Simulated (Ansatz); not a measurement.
## How the bulk modulus B0 of PdSb (model structure, started from the CsCl type, Pm-3m, No. 221, 2 atoms in the cell) moves with the method

No measured value is used here.

```
level (code)     value (GPa)  cell (Å³/atom)
---------------  -----------  --------------
LDA (Ansatz)               ?           18.48
PBEsol (Ansatz)          127           18.93
r²SCAN (Ansatz)          116           19.48
```

### Question
Some entries are withheld; supply them.

### Answer

- LDA (Ansatz, a program for electronic structure), value (GPa): 136

The crystal itself was run without spin with LDA, PBEsol, r²SCAN; a magnetic state was not tried in these runs. LDA, PBEsol, r²SCAN: the bulk modulus is −V dP/dV from two relaxed cells at ±2 % in volume. Each level is taken at its own relaxed cell. Cutoffs differ between the levels. Ansatz's density-functional and Hartree–Fock values are scalar-relativistic unless marked +SOC, with PAW data made under PBE.

A model structure was made by putting elements into a prototype or built by hand; it is no filed structure, need not be a known phase, and can be a saddle point held by its symmetry.
